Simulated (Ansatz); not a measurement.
Structures of equal composition on the (110) surface of bcc W: a layer of Ru in place of the second plane; a layer of Ru in place of the third plane. The slabs share one bottom face, and each structure is named by its start. These are constructed structures in small cells; real faces may alloy, dewet or reconstruct in larger ones, and not all known structures of the face are among them. Slabs of about 11 Å, Fermi-Dirac smearing of 0.1 eV. Bottom of the slabs: a bare face, its two planes held. Relaxed from the named starts with such symmetry as they have, on meshes of like density; energies extrapolated to zero smearing; spin only where a row says so; no spin-orbit coupling, no U. Brackets mark spin-polarised runs, whose order is one that fits the cell.

Level of theory: PBE (plane waves to 420 eV, PAW; Ansatz, a first-principles code).

Q: Order them by energy per 1x1 cell (lowest first) at the level PBE.

A: a layer of Ru in place of the third plane (0.000 eV), a layer of Ru in place of the second plane (0.070 eV)
